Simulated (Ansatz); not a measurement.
Results of PBEsol (Ansatz, an electronic-structure program, plane waves, PAW) for B2O3 (P3₁21, No. 152).

Run with plane-wave cutoff 500 eV, 12×12×6 k mesh (along the axes of the cell as run), gaussian smearing 0.02 eV, scalar-relativistic PAW data made under PBE.

Computed at the level's own relaxed cell.

Estimate the volume per atom, equilibrium lattice constant a, lattice parameter c and band gap that the calculation returns.


- volume per atom: 9.14 Å³/atom
- equilibrium lattice constant a: 4.349 Å
- lattice parameter c: 8.372 Å
- band gap: 6.38 eV (on the SCF k mesh)

Static lattice: no zero-point or thermal effects.
